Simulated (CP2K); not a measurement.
Worked example: self-consistent single point of Ag₂O (Pn-3m, 6 atoms in the cell) in CP2K.

Level of theory: PBE, GPW, DZVP-MOLOPT-PBE-GTH basis, GTH-PBE potentials (POTENTIAL_UZH) (CP2K).

The change in words: lattice scaled by 0.98. Reference geometry:
```
CELL_PARAMETERS angstrom
      4.84352     0.00000     0.00000
      0.00000     4.84352     0.00000
      0.00000     0.00000     4.84352
ATOMIC_POSITIONS crystal
  Ag 0.75000 0.25000 0.75000
  Ag 0.25000 0.75000 0.75000
  Ag 0.75000 0.75000 0.25000
  Ag 0.25000 0.25000 0.25000
  O  0.00000 0.00000 0.00000
  O  0.50000 0.50000 0.50000
```

Reference input (self-consistent single point, DFT PBE, GPW, DZVP-MOLOPT-PBE-GTH basis, GTH-PBE potentials (POTENTIAL_UZH)): CUTOFF = 500 Ry; REL_CUTOFF = 60 Ry; SMEAR/METHOD = FERMI_DIRAC; ELECTRONIC_TEMPERATURE = 580.23 K; KPOINTS/SCHEME = MONKHORST-PACK 5 5 5; XC_FUNCTIONAL = PBE; Ag/BASIS_SET = DZVP-MOLOPT-PBE-GTH-q11; Ag/POTENTIAL = GTH-PBE-q11; O/BASIS_SET = DZVP-MOLOPT-PBE-GTH-q6; O/POTENTIAL = GTH-PBE-q6; METHOD = GPW; EPS_DEFAULT = 1e-10. This run's input differs from it in these lines:

```diff
@@ -63,5 +63,5 @@
     &CELL
-      A 4.84352000 0.00000000 0.00000000
-      B 0.00000000 4.84352000 0.00000000
-      C 0.00000000 0.00000000 4.84352000
+      A 4.74665000 0.00000000 0.00000000
+      B 0.00000000 4.74665000 0.00000000
+      C 0.00000000 0.00000000 4.74665000
       PERIODIC XYZ
@@ -69,8 +69,8 @@
     &COORD
-      Ag       3.63264000     1.21088000     3.63264000
-      Ag       1.21088000     3.63264000     3.63264000
-      Ag       3.63264000     3.63264000     1.21088000
-      Ag       1.21088000     1.21088000     1.21088000
+      Ag       3.55998750     1.18666250     3.55998750
+      Ag       1.18666250     3.55998750     3.55998750
+      Ag       3.55998750     3.55998750     1.18666250
+      Ag       1.18666250     1.18666250     1.18666250
       O        0.00000000     0.00000000     0.00000000
-      O        2.42176000     2.42176000     2.42176000
+      O        2.37332500     2.37332500     2.37332500
     &END COORD
```

Output (repeated stretches shortened):

```
 SCF WAVEFUNCTION OPTIMIZATION

  Step     Update method      Time    Convergence         Total energy    Change
     1 NoMix/Diag. 0.40E+00      -     0.41318757      -180.4931630372 -1.80E+02
     2 Broy./Diag. 0.40E+00      -     0.09341363      -179.0701900248  1.42E+00
     3 Broy./Diag. 0.40E+00      -     0.06466030      -180.8877841862 -1.82E+00
     4 Broy./Diag. 0.40E+00      -     0.01464967      -180.7694536290  1.18E-01
     5 Broy./Diag. 0.40E+00      -     0.00856654      -180.2739996382  4.95E-01
     6 Broy./Diag. 0.40E+00      -     0.00751369      -180.3444810537 -7.05E-02
   [... 5 lines left out ...]
    12 Broy./Diag. 0.40E+00      -     0.00000438      -180.4562548447 -4.82E-04
    13 Broy./Diag. 0.40E+00      -     0.00000443      -180.4562415794  1.33E-05
    14 Broy./Diag. 0.40E+00      -     0.00000147      -180.4561532484  8.83E-05
    15 Broy./Diag. 0.40E+00      -     0.00000089      -180.4561167572  3.65E-05
  *** SCF run converged in    15 steps ***

  Overlap energy of the core charge distribution:               0.00000006011915
  Self energy of the core charge distribution:               -321.52420363691510
  Core Hamiltonian energy:                                    104.65623748129191
  Hartree energy:                                              66.66862075308316
  Exchange-correlation energy:                                -30.25667040430653
  Electronic entropic energy:                                  -0.00010101049016
  Fermi energy:                                                 0.16029763066985

  Total energy:                                              -180.45611675716657
  Total energy (extrapolated to T->0):                       -180.45606625192150

                     Mulliken Population Analysis

   [... lines left out ...]

 STRESS| Analytical stress tensor [bar]
 STRESS|                        x                   y                   z
 STRESS|      x        4.55514527214E+04  -6.40271222914E-03   1.64758490753E-03
 STRESS|      y       -6.40271222914E-03   4.55514515361E+04  -4.25536354732E-03
 STRESS|      z        1.64758490753E-03  -4.25536354732E-03   4.55514522266E+04
 STRESS| 1/3 Trace                                             4.55514521614E+04
```

The run converged in 15 iterations. Against the reference run the free energy goes up by 13.4 meV/atom and the pressure goes from -0.20 to 4.56 GPa.

The starting cell has typed, rounded lattice constants, without a prior relaxation at this level. Its lattice was rescaled by a random factor within 2.5 % of one. For this run, on top of that: lattice scaled by 0.98. Values carry the incompleteness of an atom-centred basis. With a pressure of about 5 GPa the cell is away from its equilibrium volume at this level. The run gives no clean gap (levels at the Fermi energy touch, overlap or are partly filled at this smearing), which alone does not show that the compound is a metal.

Cost on one core of a shared machine: roughly 70 s.
